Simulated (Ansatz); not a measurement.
MoS2: carrier doping

Start from MoS₂ (space group R3m, No. 160; a = 3.175 Å, c = 18.586 Å (hexagonal axes); layered, stacked along the Cartesian z axis).

Carriers are added at fixed cell with a uniform background; the Fermi–Dirac width is that of 300 K.

All numbers come from r2SCAN+rVV10/PAW in Ansatz (an electronic-structure program), scalar-relativistic without spin-orbit coupling, earlier PAW set.

Notes on the quantities. Fermi level from band edge: Fermi level relative to the doped band's edge (positive inside the band; to 0.05 eV).

| variant | gap between the host's bands | gap character | Fermi level from band edge |
|---|---|---|---|
| undoped | 1.02 eV | indirect, T → k = (0.143, 0.476, -0.191) in the run's primitive reciprocal basis | – |
| electrons 2.0×10^21 cm⁻³ | 1.02 eV | indirect, T → Γ–S₀ (56 % along) | +0.15 eV |
| electrons 3.0×10^21 cm⁻³ | 1.01 eV | indirect, T → Γ–S₀ (56 % along) | +0.20 eV |
| electrons 5.0×10^21 cm⁻³ | 1.00 eV | indirect, T → Γ–S₀ (56 % along) | +0.30 eV |
| electrons 7.0×10^21 cm⁻³ | 0.98 eV | indirect, T → Γ–S₀ (50 % along) | +0.40 eV |
| holes 2.0×10^21 cm⁻³ | 0.98 eV | indirect, T → k = (0.143, 0.476, -0.191) in the run's primitive reciprocal basis | +0.70 eV |
| holes 3.0×10^21 cm⁻³ | 0.97 eV | indirect, T → k = (0.143, 0.476, -0.191) in the run's primitive reciprocal basis | +0.80 eV |
| holes 5.0×10^21 cm⁻³ | 0.95 eV | indirect, T → k = (0.143, 0.476, -0.191) in the run's primitive reciprocal basis | +0.95 eV |
| holes 7.0×10^21 cm⁻³ | (withheld) | indirect, T → k = (0.143, 0.476, -0.191) in the run's primitive reciprocal basis | (withheld) |

### Question
Fill in the withheld entries from the trend.

### Answer

- holes 7.0×10^21 cm⁻³, gap between the host's bands: 0.94 eV
- holes 7.0×10^21 cm⁻³, Fermi level from band edge: +1.05 eV

Carriers are added with a uniform compensating background; total energy and stress of such cells depend on the potential's zero and are not compared; many-body gap narrowing is missing at this level. Stability against distortions was not tested.
